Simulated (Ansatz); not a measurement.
## SrZrO3, response to strain

Start from SrZrO3 in the cubic perovskite structure (space group Pm-3m, No. 221; a = 4.130 Å). Axes: x, y, z lie along the cube axes.

Strains are applied to the cell and any free atomic positions relax; under biaxial strain the out-of-plane vector relaxes too; under stress the whole cell relaxes.

Levels (all Ansatz, an electronic-structure program, PAW): PBEsol (420 eV, without spin-orbit coupling); HSE06 (420 eV, no spin-orbit coupling).

Band gaps by level, all at the geometries relaxed with PBEsol:

```tsv
case	PBEsol	HSE06
base	3.31 eV	4.90 eV
biaxial strain +4.69 %, plane normal [001], relaxed out of plane	2.98 eV	4.55 eV
uniaxial stress, 3 GPa tension along z	3.26 eV	4.86 eV
```

Single points use the geometry relaxed with PBEsol. The hybrid gap comes from the SCF mesh plus the semilocal run's edge points and a few special points and is an upper bound. Stability under load was not tested beyond the relaxation. Many cubic perovskites are stable only at high temperature; tilts and polar distortions were not tested.
